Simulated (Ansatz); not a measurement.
The starting structures come from a database of crystals and need not be the phases stable at ambient conditions.

 Where the default PAW files enter, the runs use the earlier of Ansatz's two default sets.

Given:

```yaml
crystal:
  lattice:
    - [3.24090, 0.00000, 0.00000]
    - [0.00000, 4.86658, 0.00000]
    - [0.00000, 0.00000, 4.78800]
  atoms:
    - { symbol: Sn, position: [0.50000, 0.50000, 0.50000] }
    - { symbol: Sn, position: [0.00000, 0.00000, 0.00000] }
    - { symbol: O, position: [0.00000, 0.32104, 0.29185] }
    - { symbol: O, position: [0.00000, 0.67896, 0.70815] }
    - { symbol: O, position: [0.50000, 0.17896, 0.79185] }
    - { symbol: O, position: [0.50000, 0.82104, 0.20815] }
```

Space group of this cell: Pnnm. The cell is taken as given; by r2SCAN its mean pressure is -8.3 GPa.

The numbers are results of r2SCAN (plane waves, PAW; Ansatz, an electronic-structure program), not measurements.

The current runs along the normal of the first two printed vectors; no spin-orbit coupling. Scaled by the factor s: both lengths across the current (ions clamped). Meshes 10×6×6 and 10×6 across the current in all rows.

```json
[
 {"s": "0.98", "mean pressure (GPa)": "-0.1", "band gap (eV)": "1.87"},
 {"s": "1.00", "mean pressure (GPa)": "-8.3", "band gap (eV)": "1.41"},
 {"s": "1.02", "mean pressure (GPa)": "-14.9", "band gap (eV)": "?"}
]
```

### Question
Take the slope of the band gap against ln s from the two given rows, extrapolate to s = 1.02, and say what the run there gives.

### Answer
Slope = (1.87 − 1.41) / ln 0.98 = -22.8 eV. The line gives 1.41 + (-22.8) × ln 1.02 = 0.96 eV. The run gives 1.00 eV, 0.04 eV over the line, 9 % of the predicted step.
